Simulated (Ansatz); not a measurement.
System: single layer of PtS2 (symmetry P-3m1 as a slab, 3 atoms a cell), relaxed.

Here is the system:

```yaml
crystal:
  lattice:
    - [3.57382, 0.00000, 0.00000]
    - [1.78691, 3.09502, 0.00000]
    - [0.00000, 0.00000, 22.47000]
  atoms:
    - { symbol: S, position: [0.00000, 0.00000, 0.55471] }
    - { symbol: Pt, position: [0.66667, 0.66667, 0.50000] }
    - { symbol: S, position: [0.33333, 0.33333, 0.44529] }
```

The image is the density of sample states between the Fermi level and the bias.

Mesh 18×18×1, no spin-orbit coupling, no spin polarisation; biases count from the run's Fermi level.

Problem. Give the constant-current image of the upper face at a sample bias of +1.9 V from a Fermi level inside the gap (empty states up to 1.0 eV over the conduction edge) over one cell, by PBE, Tersoff-Hamann images run with Ansatz (a program for electronic structure). The set point is the mean density 3.5 Å over the top atom.

Solution. Corrugation 0.15 Å, highest over S1 and the sites alike, lowest over Pt2 and the sites alike. Tip height over the top atom in Å, x and y in fractions of the first two vectors:

```
y \ x   0.000  0.0833  0.167  0.250  0.333  0.417  0.500  0.583  0.667  0.750  0.833  0.917
------  -----  ------  -----  -----  -----  -----  -----  -----  -----  -----  -----  -----
0.917    3.58    3.58   3.57   3.54   3.51   3.48   3.46   3.46   3.48   3.51   3.54   3.57
0.833    3.56    3.57   3.56   3.54   3.52   3.49   3.46   3.45   3.46   3.49   3.52   3.54
0.750    3.53    3.54   3.54   3.53   3.51   3.49   3.46   3.44   3.44   3.46   3.49   3.51
0.667    3.50    3.51   3.52   3.51   3.50   3.48   3.46   3.44   3.44   3.44   3.46   3.48
0.583    3.47    3.48   3.49   3.49   3.48   3.47   3.46   3.45   3.44   3.44   3.45   3.46
0.500    3.46    3.46   3.46   3.46   3.46   3.46   3.46   3.46   3.46   3.46   3.46   3.46
0.417    3.47    3.46   3.45   3.45   3.45   3.45   3.46   3.47   3.48   3.49   3.49   3.48
0.333    3.50    3.48   3.46   3.45   3.44   3.45   3.46   3.48   3.50   3.51   3.52   3.51
0.250    3.53    3.51   3.49   3.46   3.45   3.45   3.46   3.49   3.51   3.53   3.54   3.54
0.167    3.56    3.54   3.52   3.49   3.46   3.45   3.46   3.49   3.52   3.54   3.56   3.57
0.0833   3.58    3.57   3.54   3.51   3.48   3.46   3.46   3.48   3.51   3.54   3.57   3.58
0.000    3.59    3.58   3.56   3.53   3.50   3.47   3.46   3.47   3.50   3.53   3.56   3.58
```
